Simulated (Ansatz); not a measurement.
Consider Os-vacancy pair (Os on one host W site, one W site vacant) in bcc W, neutral cell. Calculation: PBE, PAW (plane waves to 420 eV; Ansatz, a quantum-chemistry and plane-wave program).

Cell of 36 host sites held at the relaxed PBE lattice; a 2×2×3 k-point mesh shifted by half a step; Fermi-Dirac width 0.10 eV, spin-restricted; finite-size errors left in. No zero-point or tunnelling terms. Spin-orbit coupling is left out. Forms of the defect that were not tried may lie lower.

Barriers: single points on a 3×3×5 k-point mesh shifted by half a step at the bands' geometries (they differ from the bands' own by up to 0.16 eV, and are uncertain by about as much).

Relaxed starting cell (atoms counted from 1):

```yaml
crystal:
  lattice:
    - [9.55287, 0.00000, 0.00000]
    - [0.00000, 9.55287, 0.00000]
    - [0.00000, 0.00000, 6.36858]
  atoms:
    - { symbol: Os, position: [0.99935, 0.99928, 0.00229] }
    - { symbol: W, position: [0.00085, 0.00076, 0.49703] }
    - { symbol: W, position: [0.00157, 0.32963, 0.00610] }
    - { symbol: W, position: [0.00102, 0.33025, 0.49921] }
    - { symbol: W, position: [0.99960, 0.66657, 0.00093] }
    - { symbol: W, position: [0.99990, 0.66646, 0.50209] }
    - { symbol: W, position: [0.32970, 0.00148, 0.00610] }
    - { symbol: W, position: [0.33035, 0.00093, 0.49922] }
    - { symbol: W, position: [0.33060, 0.33051, 0.00438] }
    - { symbol: W, position: [0.33055, 0.33045, 0.49825] }
    - { symbol: W, position: [0.33213, 0.66644, 0.00158] }
    - { symbol: W, position: [0.33267, 0.66562, 0.50185] }
    - { symbol: W, position: [0.66666, 0.99951, 0.00092] }
    - { symbol: W, position: [0.66656, 0.99980, 0.50208] }
    - { symbol: W, position: [0.66654, 0.33203, 0.00157] }
    - { symbol: W, position: [0.66571, 0.33258, 0.50185] }
    - { symbol: W, position: [0.66622, 0.66612, 0.00201] }
    - { symbol: W, position: [0.66539, 0.66530, 0.50113] }
    - { symbol: W, position: [0.16597, 0.16588, 0.75321] }
    - { symbol: W, position: [0.16626, 0.49732, 0.25200] }
    - { symbol: W, position: [0.16624, 0.49756, 0.75230] }
    - { symbol: W, position: [0.16562, 0.83555, 0.25170] }
    - { symbol: W, position: [0.16680, 0.83472, 0.75111] }
    - { symbol: W, position: [0.49742, 0.16617, 0.25200] }
    - { symbol: W, position: [0.49766, 0.16615, 0.75229] }
    - { symbol: W, position: [0.49931, 0.49922, 0.25233] }
    - { symbol: W, position: [0.49825, 0.49816, 0.75260] }
    - { symbol: W, position: [0.49913, 0.83336, 0.25168] }
    - { symbol: W, position: [0.49838, 0.83458, 0.75248] }
    - { symbol: W, position: [0.83565, 0.16552, 0.25167] }
    - { symbol: W, position: [0.83481, 0.16671, 0.75107] }
    - { symbol: W, position: [0.83345, 0.49904, 0.25168] }
    - { symbol: W, position: [0.83467, 0.49828, 0.75249] }
    - { symbol: W, position: [0.83309, 0.83299, 0.25328] }
    - { symbol: W, position: [0.83547, 0.83538, 0.75211] }
```

End state 1 differs by these moves (Å; atoms that move under 0.08 Å are left out):

```json
[
 {"atom": "1", "element": "Os", "Δx": "1.59", "Δy": "1.59", "Δz": "1.59"}
]
```

What is the computed forward and backward barriers to end state 1 (PBE, PAW)?

forward 1.53 eV, backward 1.53 eV; at the saddle point atom 1 has neighbours 2 W at 2.67, 3 W at 2.68, W at 2.69, W at 3.32, 2 W at 3.33, W at 3.45 Å. The saddle point's order was not checked, and it lies on a symmetry element of the cell, where a band can be held.
